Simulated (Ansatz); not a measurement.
```
CELL_PARAMETERS angstrom
      4.64303     0.00013     0.07041
     -0.00107     4.64379     0.03983
     -0.37016    -0.20766    24.16305
ATOMIC_POSITIONS crystal
  Ti 0.04547 0.91906 0.08532
  Ti 0.55092 0.41454 0.02716
  O  0.35534 0.60883 0.08689
  O  0.85151 0.71426 0.02595
  O  0.25054 0.11336 0.02601
  O  0.74525 0.21871 0.08685
  Ti 0.02889 0.91860 0.20809
  Ti 0.53599 0.41443 0.14962
  O  0.35466 0.60952 0.20965
  O  0.85477 0.72054 0.14803
  O  0.24353 0.10979 0.14818
  O  0.74361 0.21978 0.20940
  Ti 0.04241 0.92433 0.33082
  Ti 0.53346 0.41902 0.27264
  O  0.35568 0.61152 0.33252
  O  0.85461 0.72205 0.27107
  O  0.24404 0.11202 0.27113
  O  0.74535 0.22174 0.33233
  Ti 0.06712 0.92501 0.45373
  Ti 0.56162 0.42660 0.39547
  O  0.35767 0.61161 0.45525
  O  0.85640 0.72201 0.39390
  O  0.24583 0.11142 0.39374
  O  0.74666 0.22260 0.45525
  Ti 0.05479 0.91395 0.57643
  Ti 0.56505 0.42160 0.51813
  O  0.35173 0.61345 0.57743
  O  0.85646 0.71965 0.51671
  O  0.24630 0.10953 0.51653
  O  0.75081 0.21440 0.57749
  Ir 0.05082 0.91404 0.70374
  Ir 0.55122 0.41459 0.64125
  O  0.35642 0.60871 0.70517
  O  0.85348 0.71653 0.63956
  O  0.24897 0.11191 0.63961
  O  0.74553 0.21967 0.70517
  Ir 0.05091 0.91396 0.83359
  Ir 0.55087 0.41397 0.76987
  O  0.35678 0.60800 0.83425
  O  0.85675 0.71993 0.76921
  O  0.24495 0.10808 0.76922
  O  0.74497 0.21985 0.83425
  Ir 0.05100 0.91402 0.96220
  Ir 0.55094 0.41393 0.89973
  O  0.35324 0.61165 0.96387
  O  0.85639 0.71939 0.89829
  O  0.24549 0.10848 0.89828
  O  0.74862 0.21625 0.96388
```

The first 30 atoms are the substrate (TiO2-rut), the rest the film (IrO2-rut).

All values below come from PBE (plane waves to 420 eV, PAW; Ansatz, an electronic-structure program). Scalar-relativistic, without spin–orbit coupling; the runs are not spin-polarised; PBE gaps are too small against experiment. Its k-point mesh 6×6×1, Fermi–Dirac width 0.05 eV.

Question: Describe the bonding at the interfaces and give the barriers.

Answer: A periodic stack without vacuum, rutile IrO2 (0 0 1) on rutile TiO2 (0 0 1) (film strained to the substrate, started from cuts of the bulks and a machine-learned relaxation): substrate slab Ti10O20, film Ir6O12, surface cells [[0, 1], [-1, 0]] and [[0, 1], [-1, 0]], film strained by +2.5 and +2.5 %, outermost planes OTi/OTi and IrO/IrO as cut, which need not be the usual terminations and can put a slab off its formula.
| Item | Result |
|---|---|
| interface area | 21.6 Å² |
| period | 24.17 Å |
| gaps between the outermost planes at the two interfaces | 1.50 and 1.50 Å |
| Ir–Ti contacts across the interfaces within 1.22 times the sum of covalent radii | 12, mean 3.43 Å |
| O–Ti contacts across the interfaces within 1.22 times the sum of covalent radii | 4, mean 2.01 Å |
| Ir–O contacts across the interfaces within 1.22 times the sum of covalent radii | 4, mean 2.02 Å |
| hole barrier (PBE) | 1.10 eV |
| electron barrier (PBE) | 0.76 eV |
